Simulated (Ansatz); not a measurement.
A computed series for ZnS: response to strain

The reference is ZnS in the zinc blende structure (space group F-43m, No. 216).

```xyz
2
Lattice="0.0000 2.6785 2.6785 2.6785 0.0000 2.6785 2.6785 2.6785 0.0000" Properties=species:S:1:pos:R:3 pbc="T T T"
S      4.0177     4.0177     4.0177
Zn     0.0000     0.0000     0.0000
```

Cartesian axes are those of the cell as printed.

Strains are applied to the cell and any free atomic positions relax; under biaxial strain the out-of-plane vector relaxes too.

Computed with DFT with PBEsol, PAW potentials and a 420 eV plane-wave cutoff in Ansatz (a first-principles code), no SOC, earlier PAW set.

Candidates:
(a) biaxial strain −1.70 %, plane normal [111], relaxed out of plane
(b) uniaxial strain ε_yy = +2.61 %
(c) uniaxial strain ε_zz = +0.85 %
(d) tensor shear ε_xy = +0.46 %

For the base:

```
Quantity   Result
--------  -------
Band gap  2.08 eV
```

Order them by band gap, highest first.

(a) biaxial strain −1.70 %, plane normal [111], relaxed out of plane (2.10 eV), (d) tensor shear ε_xy = +0.46 % (2.05 eV), (c) uniaxial strain ε_zz = +0.85 % (2.03 eV), (b) uniaxial strain ε_yy = +2.61 % (1.94 eV)

Stability against distortions was not tested.
